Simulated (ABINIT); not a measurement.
ABINIT run on a (001) slab of Al (cut from a parent of space group no. 225; 4 atoms in the cell): self-consistent single point.

Method of the run: PBEsol, norm-conserving pseudopotentials (PseudoDojo nc-sr-04 PBEsol standard) (plane waves; ABINIT).

```yaml
crystal:
  lattice:
    - [2.87237, 0.00000, 0.00000]
    - [-2.87237, 2.87237, 0.00000]
    - [0.00000, 0.00000, 20.09331]
  atoms:
    - { symbol: Al, position: [0.00000, 0.00000, 0.44946] }
    - { symbol: Al, position: [0.00000, 0.50000, 0.34837] }
    - { symbol: Al, position: [0.00000, 0.00000, 0.65163] }
    - { symbol: Al, position: [0.00000, 0.50000, 0.55054] }
```

Reference input (self-consistent single point, DFT, PBEsol, plane waves, norm-conserving pseudopotentials (PseudoDojo nc-sr-04 PBEsol standard)): pseudos = [Al.upf]; ecut = 544 eV; occopt = 7; tsmear = 0.00367493 Ha; ngkpt = 7 7 1; nshiftk = 1; shiftk = 0 0 0; potentials = PseudoDojo nc-sr-04 PBEsol standard; nband = 11; kptopt = 1; nstep = 50; toldfe = 1e-09 Ha. This run's input differs from it in these lines:

```diff
@@ -22,3 +22,3 @@
 kptopt 1
-ngkpt 7 7 1
+ngkpt 26 26 1
 nshiftk 1
```

The program printed (abridged):

```
--- !BeginCycle
solver: {iscf: 7, nstep: 50, nline: 4, wfoptalg: 0, }
tolerances: {toldfe: 1.00E-09, }
...

     iter   Etot(hartree)      deltaE(h)  residm     vres2
 ETOT  1  -9.1029077657981    -9.103E+00 1.909E-02 9.883E+03
 ETOT  2  -9.2166420457299    -1.137E-01 7.503E-03 7.059E+02
 ETOT  3  -9.2350836209194    -1.844E-02 1.016E-03 3.687E+02
 ETOT  4  -9.2367287733940    -1.645E-03 1.046E-03 1.657E+02
 ETOT  5  -9.2371644245956    -4.357E-04 3.491E-04 8.905E+01
   [... 24 lines left out ...]
 ETOT 30  -9.2374803147457     1.295E-09 2.585E-06 4.089E-04
 ETOT 31  -9.2374803168902    -2.145E-09 2.175E-06 1.121E-04
 ETOT 32  -9.2374803171323    -2.420E-10 2.002E-06 3.664E-05
 ETOT 33  -9.2374803171633    -3.099E-11 1.295E-06 3.990E-05
 At SCF step   33, etot is converged :
  for the second time, diff in etot=  3.099E-11 < toldfe=  1.000E-09

 Cartesian components of stress tensor (hartree/bohr^3)
  sigma(1 1)=  9.18514559E-05  sigma(3 2)=  0.00000000E+00
  sigma(2 2)=  9.18514559E-05  sigma(3 1)=  0.00000000E+00
  sigma(3 3)=  7.14430627E-06  sigma(2 1)=  0.00000000E+00

 ----iterations are completed or convergence reached----

 reduced coordinates (array xred) for    4 atoms
       0.000000000000      0.000000000000      0.449458000000
       0.000000000000      0.500000000000      0.348375000000
       0.000000000000      0.000000000000      0.651625000000
       0.000000000000      0.500000000000      0.550542000000
 cartesian forces (eV/Angstrom) at end:
    1     -0.00000000000000    -0.00000000000000     0.07415106560047
   [... lines left out ...]
 Fermi (or HOMO) energy (hartree) =   0.01899   Average Vxc (hartree)=  -0.18218
   [... lines left out ...]
total_energy        : -9.23748031716327E+00
total_energy_eV     : -2.51364622809524E+02
band_energy         : -1.55324157192658E+00
...

-Cartesian components of stress tensor (GPa)         [Pressure= -1.8716E+00 GPa]
- sigma(1 1)=  2.70236268E+00  sigma(3 2)=  0.00000000E+00
- sigma(2 2)=  2.70236268E+00  sigma(3 1)=  0.00000000E+00
- sigma(3 3)=  2.10192712E-01  sigma(2 1)=  0.00000000E+00

 Calculation completed.
```

The run converged in 33 iterations. Against the reference run the free energy goes up by 2.9 meV/atom and the largest force goes from 0.225 to 0.074 eV/Å.

The starting cell has typed, rounded lattice constants, without a prior relaxation at this level. The slab is cut from that crystal, and its faces are unrelaxed. Its lattice was rescaled by up to half a per cent.

Cost on one core of a shared machine: roughly 5 min.
